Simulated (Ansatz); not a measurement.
Data:

```
CELL_PARAMETERS angstrom
      5.28937     0.00000     0.00000
      0.00000     5.28937     0.00000
      0.00000     0.00000     5.28937
ATOMIC_POSITIONS crystal
  Ba 0.00000 0.50000 0.50000
  Ba 0.50000 0.00000 0.50000
  Ba 0.50000 0.50000 0.00000
  Si 0.00000 0.00000 0.00000
  O  0.50000 0.50000 0.50000
```

Computed with PBEsol with spin-orbit coupling, rigid bands (plane waves, PAW; Ansatz, a program for electronic structure). Condition of this run: spin-orbit coupling switched on. Geometry: cell and atoms relaxed with PBEsol.

Problem. Is this a good metal at this level?

Solution. No. No gap is resolved, and few carriers conduct, as in a semimetal or a zero-gap semiconductor. N(E_F) = 0.44 states/eV a cell at 300 K and the Drude plasma energy along the best axis is 0.61 eV, several times under that of a simple or noble metal.

Computed structure with no diffraction record at hand here (it may be known, metastable or hypothetical): Ba3SiO (Pm-3m).
